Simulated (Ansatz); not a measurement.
Levels about the gap of amorphous In₉Ga₉Zn₉O₃₈Ti (66 atoms in a cell of 834 Å³, 5.79 g/cm³; zone centre alone, so wide bands show as single levels with stretches between that a denser mesh fills), at the geometry that PBE relaxed, where it gives 1.5 GPa on a denser mesh. The participation number counts the atoms over which a state spreads; weights are charges in smoothed Voronoi cells. The levels come from a single point, so bond lengths are those of that geometry. Method of the levels: PBE, scalar-relativistic without spin-orbit coupling (Ansatz, a first-principles code). Sampling: the zone centre alone; Fermi-Dirac width 0.02 eV; no spin polarisation. At PBE the levels at the filled edge of the gap are localised (band-tail or defect states), and the nearest spread-out levels lie 1.1 eV apart at the zone centre.

It comes from a melt-quench run on a machine-learned potential (CHGNet), relaxed afterwards by DFT. O atoms were pushed apart under 1.9 Å during the dynamics, to hinder bonds among them. The hot cell started wider than the set density and was brought back towards it in steps. It is the lowest in DFT energy of 2 quenches. It is a model cell: composition and starting density were chosen by hand, and all elements were melted together. No dispersion term was used. Its density started from a set value of 5.79 and ended at 5.79 g/cm³. The quench (nominally 260 K/ps over its main leg) was far faster than any real one, so the model tends to hold more defects than a real film. One small periodic cell is one sample of the glass; other quenches scatter about these values. The volume was held where the preparation left it, at a PBE pressure of 1.5 GPa. Stress components on the final sampling reach 2.2 GPa.

| E - E(highest filled), eV | filling | participation number | largest on | weight O | weight Ti | weight In | weight Zn |
|---|---|---|---|---|---|---|---|
| -0.44 | filled | 25.8 | O, 4 neighbours | 0.88 | 0.00 | 0.02 | 0.08 |
| -0.39 | filled | 17.7 | O, 3 neighbours | 0.82 | 0.00 | 0.02 | 0.14 |
| -0.37 | filled | 21.7 | O, 3 neighbours | 0.85 | 0.00 | 0.02 | 0.11 |
| -0.28 | filled | 11.0 | O, 3 neighbours | 0.88 | 0.00 | 0.02 | 0.08 |
| -0.25 | filled | 24.5 | O, 3 neighbours | 0.85 | 0.00 | 0.01 | 0.11 |
| -0.15 | filled | 5.7 | O, 3 neighbours | 0.88 | 0.00 | 0.02 | 0.09 |
| 0.00 | filled | 3.9 | O, 3 neighbours | 0.93 | 0.00 | 0.02 | 0.03 |
| 0.85 | empty | 59.2 | In, 5 neighbours | 0.51 | 0.01 | 0.21 | 0.15 |
| 3.17 | empty | 4.6 | Ti, 5 neighbours | 0.35 | 0.46 | 0.13 | 0.03 |
| 3.29 | empty | 5.5 | Ti, 5 neighbours | 0.36 | 0.41 | 0.14 | 0.05 |
| 3.38 | empty | 4.5 | Ti, 5 neighbours | 0.34 | 0.46 | 0.11 | 0.07 |
| 3.57 | empty | 23.4 | In, 4 neighbours | 0.55 | 0.07 | 0.25 | 0.11 |
| 3.74 | empty | 31.2 | In, 5 neighbours | 0.55 | 0.06 | 0.24 | 0.08 |
| 3.84 | empty | 40.0 | In, 5 neighbours | 0.54 | 0.02 | 0.23 | 0.13 |

Most localised among these is the filled level at +0.00 eV, on a O atom, which has 3 neighbours (In 2.03 Å, Zn 2.06 Å, In 2.10 Å).
